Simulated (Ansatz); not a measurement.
The parent structure is SnTe in the rock salt structure (space group Fm-3m, No. 225; a = 6.370 Å).

All numbers come from r2SCAN/PAW in Ansatz (an electronic-structure program), no spin-orbit coupling.

Carriers are added at fixed cell with a uniform background; the Fermi–Dirac width is that of 300 K.

One change was made to it. Results:

```json
[
 {"quantity": "valley order (the lowest conduction-band minima on the path, energy above the VBM, named in the base's zone)", "base": "L along ⟨111⟩ 0.13 eV; a point along ⟨110⟩, about 0.6 Å⁻¹ from Γ 0.63 eV; a point along ⟨100⟩, about 0.3 Å⁻¹ from Γ 1.00 eV", "after": "L along ⟨111⟩ 0.16 eV; a point along ⟨110⟩, about 0.6 Å⁻¹ from Γ 0.64 eV; a point along ⟨100⟩, about 0.3 Å⁻¹ from Γ 1.02 eV"},
 {"quantity": "Fermi level relative to the doped band's edge (positive inside the band; to 0.05 eV)", "base": "–", "after": "+0.80 eV"}
]
```

**Question.** Name the change that was made.
(A) electrons 1.0×10^21 cm⁻³
(B) electrons 3.0×10^21 cm⁻³
(C) holes 3.0×10^21 cm⁻³

**Answer.** C, holes 3.0×10^21 cm⁻³. For comparison, the Fermi level from band edge in the other runs: electrons 3.0×10^21 cm⁻³ gives +0.40 eV; electrons 1.0×10^21 cm⁻³ gives +0.25 eV.

Carriers are added with a uniform compensating background; total energy and stress of such cells depend on the potential's zero and are not compared; many-body gap narrowing is missing at this level. Spin-orbit coupling, missing from the scalar runs, can matter with Te. The levels and masses belong to the bands next to the band gap. No phonon test of stability was made.
